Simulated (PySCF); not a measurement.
PySCF 2.14.0, PBE/def2-svpd, df: Ga(F)(Me)(OH) ([CH3][Ga]([OH])[F]), 8 atoms. The geometry is a generated start, not checked to be a minimum at this level.

- task: energy
- method: pbe
- basis: def2-svpd
- two-electron scheme: density fitting
- mol.max_memory: 3000 MB
- mf.max_cycle: 100
- mf.conv_tol: 1e-09 (default)
- mf.grids.level: 3 (default)
- basis functions: 136
- grid points: 102600

```xyz
8

Ga    -0.1681    -0.5757     0.3124
F     -1.5255    -1.7134     0.3537
C     -0.1567     1.0908    -0.8208
H      0.5403     0.9486    -1.6439
H      0.1779     1.9224    -0.2046
H     -1.1583     1.2751    -1.2058
O      1.1386    -1.0680     1.3509
H      1.1517    -1.8797     1.8581
```

With the defaults (mf.DIIS = CDIIS, mf.diis = true, mf.level_shift = 0, mf.damp = 0, mf.diis_start_cycle = 1, mf.init_guess = minao, mf.diis_space = 8) it converges in 14 Fock builds. One run each on 2 threads, 1 BLAS thread, with these changes:
- mf.diis_space = 3
- mf.level_shift = 0.3 Hartree
- mf.init_guess = atom
- mf.init_guess = mod_huckel
- mf.level_shift = 0.1 Hartree
- mf.diis = false
- mf.init_guess = 1e
- mf.damp = 0.3, mf.diis_start_cycle = 4
- mf.DIIS = EDIIS

Which of these changes keep the SCF from converging, or lead it to another solution?

No convergence: mf.DIIS = EDIIS; mf.diis = false (the run ends without SCF convergence in 100 cycles). The rest reach the solution of the defaults.

```csv
setting,Fock builds,end
mf.level_shift = 0.1 Hartree,13,same solution
the defaults,14,same solution
mf.init_guess = atom,14,same solution
mf.level_shift = 0.3 Hartree,16,same solution
mf.init_guess = mod_huckel,17,same solution
"mf.damp = 0.3, mf.diis_start_cycle = 4",20,same solution
mf.diis_space = 3,21,same solution
mf.init_guess = 1e,25,same solution
mf.DIIS = EDIIS,101,no convergence
mf.diis = false,101,no convergence
```
